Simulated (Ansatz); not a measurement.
BN under load (space group P6_3mc), r2SCAN, rigid bands run with Ansatz (a first-principles code). Condition of this run: uniaxial stress along c of -36 GPa (compression positive) (the target of the relaxation). Band gap 5.73 eV, N_c = 1.38e19 cm⁻³ and N_v = 4.57e19 cm⁻³ at 300 K, conductivity masses along x (a = (2.54, 0.00, 0.00) Å; b = (-1.27, 2.20, 0.00) Å; c = (0.00, 0.00, 4.37) Å) of 0.501 mₑ (electrons) and 0.751 mₑ (holes). Take k_BT = 0.02585 eV.

Question: Find the intrinsic carrier density and the intrinsic Fermi level.

Answer: n_i = √(N_c N_v) exp(−E_g/2k_BT) = 2.51e19 × exp(−110.82) = 1.9e-29 cm⁻³. The level lies (k_BT/2) ln(N_v/N_c) = 15 meV from mid-gap (positive towards the conduction band). Each 0.1 eV added to the gap lowers n_i by a factor of 6.9.

Question: A film of it is 3 nm thick, with its normal along the direction named. Estimate the confinement energies in an infinite well.

Answer: ħ²π²/(2m t²) = 0.376 eV·nm²/(m/mₑ × t²) gives 83.4 meV for electrons and 55.6 meV for holes, so the gap would widen to about 5.87 eV. Finite barriers and nonparabolic bands lower this, and with several valleys or bands the heaviest mass along the normal sets the lowest level, not this average.

Question: What thermal injection velocity √(2k_BT/πm) limits a ballistic channel along the direction named?

Answer: 7.60e6 cm/s for electrons and 6.21e6 cm/s for holes, a ratio of √(m_h/m_e) = 1.22, for dilute carriers.

Rigid bands with the computed gap; masses take one relaxation time for all states. Spin-orbit coupling is left out. Geometry: cell and atoms relaxed with PBEsol.
